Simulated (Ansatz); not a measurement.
Take Pb in the fcc (Cu type) structure (space group Fm-3m, No. 225; relaxed with 0.1 eV smearing) as the base.

```xyz
1
Lattice="0.0000 2.4671 2.4671 2.4671 0.0000 2.4671 2.4671 2.4671 0.0000" Properties=species:S:1:pos:R:3 pbc="T T T"
Pb     0.0000     0.0000     0.0000
```

Level of theory: PBEsol (Ansatz, an electronic-structure program, PAW, scalar-relativistic without spin-orbit coupling).

Strains are applied to the cell and any free atomic positions relax.

One change was made to it. Results:

The energy grows by 8.5 meV/atom; the pressure goes from zero to -1.9 GPa.

Question: What was done to the base?
(A) isotropic strain +0.50 %
(B) isotropic strain +3.00 %
(C) isotropic strain −2.00 %
(D) isotropic strain +1.50 %
(E) isotropic strain −0.50 %

Answer: D, isotropic strain +1.50 %. For comparison, the energy relative to the base in the other runs: isotropic strain −0.50 % gives +1.0 meV/atom; isotropic strain +0.50 % gives +1.0 meV/atom; isotropic strain +3.00 % gives +32 meV/atom; isotropic strain −2.00 % gives +17 meV/atom.

Whether these cells are dynamically stable was not tested.
